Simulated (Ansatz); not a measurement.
MgO (model structure, started from the CsCl type, Pm-3m, No. 221, 2 atoms in the cell; like a known high-pressure phase) was calculated with r²SCAN+rVV10 (Ansatz, a program for electronic structure, PAW).

The input as run:

Ansatz 0.2 input:
```yaml
crystal:
  lattice:
    - [2.6348518363, 0.0, 0.0]
    - [0.0, 2.6348518363, 0.0]
    - [0.0, 0.0, 2.6348518363]
  atoms:
    - { symbol: Mg, position: [0.0, 0.0, 0.0] }
    - { symbol: O, position: [0.5, 0.5, 0.5] }
basis:
  ecutwfc: 560
  ecutrho_ratio: 4
  xc_grid: 3
kpoints:
  mp_grid: { grid: [14, 14, 14] }
hamiltonian:
  xc: r2scan
  dispersion: rvv10
  pseudopotentials: { kind: paw }
scf:
  occupations: { method: fermi_dirac, width: 0.01 }
output:
  forces: true
  stress: true
  eigenvalues: true
relax:
  f_tol: 0.004
  escape_saddle: false
  max_steps: 80
```

Excerpt of the program's output:

```
WARN output.stress: scf.convergence.dr2_threshold = 1e-7 eV (the SCF's general default) is looser than the 2e-10 eV advised for a printed stress (1e-10 eV for …
Relaxation: its limit of steps is 80 (relax.max_steps)
Crystal: 2 atoms, lattice volume = 18.292 Å³
Basis set: ecut = 560 eV, 515 PW (Γ), exchange–correlation on 72×72×72 points (27 copies of the dense FFT grid, shifted against one another)
Bands: 12, of which v1, the nominal top of the filled ones, is band 8 counted from 1 (7 counted from 0)
Symmetry: 48 space group operations
Space group: Pm-3m (ITA 221), of the structure as read, at distance tolerance 2.6e-5 Å
k-points: 120 of 2744
Functional: x = r2scan, c = r2scan + rvv10(b = 11.95, C = 0.0093); τ floored in thin density (d = 2e-4 eV/Å³)
SCF iter   1: F=—  HF=-2495.951651 eV  |F-HF|=—  |Δ(HF+E_count)|=         —  Δρ=9.03e-3  dr2=8.51e-3  dr2_τ=5.73e-2
SCF iter   2: F=—  HF=-2496.055302 eV  |F-HF|=—  |Δ(HF+E_count)|=   1.04e-1  Δρ=4.61e-3  dr2=2.25e-3  dr2_τ=1.23e-4
  ...
SCF 1 converged in 7 iterations: F = -2496.055215 eV  dr2 = 1.23e-8
Crystal: 2 atoms, lattice volume = 18.292 Å³
Initial density: handed on by an earlier stage of this run
SCF iter   1: F=—  HF=-2496.055215 eV  |F-HF|=—  |Δ(HF+E_count)|=         —  Δρ=8.18e-6  dr2=1.23e-8  dr2_τ=4.39e-10
SCF iter   2: F=-2496.055215 eV  HF=-2496.055215 eV  |F-HF|=1.00e-9  |Δ(HF+E_count)|=   1.87e-9  Δρ=4.34e-6  dr2=1.68e-9  dr2_τ=6.59e-10
SCF 2 converged in 2 iterations: F = -2496.055215 eV  dr2 = 1.68e-9
SCF converged after 2 iterations
Free energy (F): -2496.055215 eV
Internal energy: -2496.055215 eV  (E = F + TS)
E sigma→0 (E₀):  -2496.055215 eV
Fermi energy:    11.404776 eV
--- Stress (GPa, compression-positive) ---
       -3.054635       0.000000      -0.000000
        0.000000      -3.054635       0.000000
        0.000000       0.000000      -3.054635
  P = ⅓ Tr σ = -3.0546 GPa (-30.546 kbar)
```

The cell is one volume of an energy–volume scan, off the minimum.

The PAW data were made under PBE.

A model structure was made by putting elements into a prototype or built by hand; it is no filed structure, need not be a known phase, and can be a saddle point held by its symmetry.
